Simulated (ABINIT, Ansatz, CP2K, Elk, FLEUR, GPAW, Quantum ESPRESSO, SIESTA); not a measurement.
Code comparison for C (Fd-3m, 2 atoms in the cell)

Self-consistent single point.

```xyz
2
Lattice="0.0000 1.7943 1.7943 1.7943 0.0000 1.7943 1.7943 1.7943 0.0000" Properties=species:S:1:pos:R:3 pbc="T T T"
C      1.7943     1.7943     1.7943
C      2.6914     2.6914     2.6914
```

All programs got the same cell, k-point mesh and kind of occupations (some realise fixed ones as a very narrow smearing) (in Ansatz's words: kpoints.mp_grid.grid = 13 13 13; scf.occupations.method = fixed); potentials, basis and cutoffs are each program's usual ones.

| code | model | pressure (GPa) | gap on the mesh (eV) | k-points | cutoff |
|---|---|---|---|---|---|
| SIESTA | GGA PBE, numerical atomic orbitals DZP, PseudoDojo PBE standard norm-conserving potentials (rewritten from UPF to PSML) | 1.31 | 4.221 | 1099 | grid 400 Ry |
| Ansatz | PBE, default PAW files | -7.02 | 4.109 | 84 | 420 eV |
| Quantum ESPRESSO | PBE, SSSP 1.1.2 efficiency (PBE) pseudopotentials | -5.72 | 4.119 | 84 | 45 Ry |
| CP2K | PBE, GPW, DZVP-MOLOPT-SR-GTH basis, GTH-PBE potentials (GTH_POTENTIALS) | -4.81 | 4.247 | 1099 | grid 400 Ry |
| FLEUR | PBE, all-electron FLAPW (FLEUR), scalar-relativistic valence | – | 3.974 | 84 | Kmax 4 1/bohr |
| ABINIT | PBE, norm-conserving pseudopotentials (PseudoDojo nc-sr-05 PBE standard) | -5.83 | 4.158 | 84 | 41 Ha |
| GPAW | PBE, GPAW PAW datasets PBE (gpaw-data 1.0.1) | – | 4.106 | 84 | 900 eV |
| Elk | PBE, all-electron FP-LAPW, Elk's shipped species files, APW+lo basis with extra local orbitals | – | 4.117 | 84 | rgkmax 7.5 |

A dash marks a value that a program does not give, or that is left out as unsure.

Gaps are read on the mesh.

The spread over the programs that give each value: pressure within 8.33 GPa; gap on the mesh within 0.273 eV.

The starting cell comes from a database of computed structures (which also holds hypothetical and non-ambient phases and stackings), without a prior relaxation at this level. Its lattice was rescaled by a random factor within 2.5 % of one. On Ansatz's run: In the base run, with a pressure of about -6 GPa the cell is away from its equilibrium volume at this level.

Q: Why do the programs differ, and what cannot be compared?

A: Differences of this kind can come from the potentials, where these differ, and from what each basis and cutoff leave unconverged. The zero of total energies and Fermi levels follows the potentials and each program's conventions, so they are not compared here. SIESTA and CP2K use small atom-centred bases, whose incompleteness enters pressures, forces and empty levels differently from a plane-wave cutoff. FLEUR and Elk treat all electrons, but the usual bases taken here (sphere radii, linearisation, local orbitals, empty states) were not tested for convergence, so the values are no reference for the others. Ansatz's pressure is given at a fixed set of plane waves, as the other plane-wave codes print theirs; with its correction for the finite basis it is -5.99 GPa (the shift of 1.03 GPa shows how far the cutoff is from converged). The pressure of GPAW is left out: its cutoff lies under the one at which its stress was checked. The programs reduce the same mesh by symmetry to different extents, which changes the work and not the result. In the pressure, SIESTA (by 7.14), Ansatz (by 1.19) and CP2K (by 1.02) lie more than 1 GPa from the median of the plane-wave programs. In the gap, CP2K (by 0.133) and FLEUR (by 0.139) lie more than 0.12 eV from the median of the plane-wave programs.

Ansatz is a quantum-chemistry and plane-wave program.

Keys are those of Ansatz 0.2.
